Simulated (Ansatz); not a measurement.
System: interstitial Zn in wurtzite GaN (charge state +2). The step: Zn moves alone to another site; the atom moves 3.22 Å along (1.00, 1.00, 0.00) of the unit cell; the moving atom starts with neighbours 2 Ga at 2.40, Ga at 2.41, 3 Ga at 2.53; 3 N at 2.01, N at 2.60, N at 2.61 Å and ends with 2 Ga at 2.40, Ga at 2.41, 3 Ga at 2.53; 3 N at 2.01, 2 N at 2.60 Å. DFT values are from Ansatz (plane-wave PAW, 420 eV unless said) in a cell of 72 host sites, spin-restricted, static, with no finite-size correction. The charge state is imposed; whether it is stable for some Fermi level was not computed. Sites that were not tried may lie lower. For the PBE band: the program found a first-order saddle point.

| Level | Forward barrier (eV) | Cost of the band or of the saddle's single point |
|---|---|---|
| CHGNet universal potential (has no charge state), its own band | 0.73 | - |
| PBE, one k-point at (0.125, 0.250, 0.250), band relaxed | 0.72 | very roughly 70 core-minutes |
| PBE, a 2×2×2 k-point mesh shifted by half a step along c, same geometries | 0.69 | about 5 core-minutes (a rough figure) |
| r2SCAN at 500 eV, one k-point at (0.125, 0.250, 0.250), same geometries | ___ | very roughly 2.5 core-minutes |

Q: Fill in the missing entries.

A: 
- r2SCAN at 500 eV, one k-point at (0.125, 0.250, 0.250), same geometries, Forward barrier (eV): 0.68

Ansatz is a quantum-chemistry and plane-wave program.
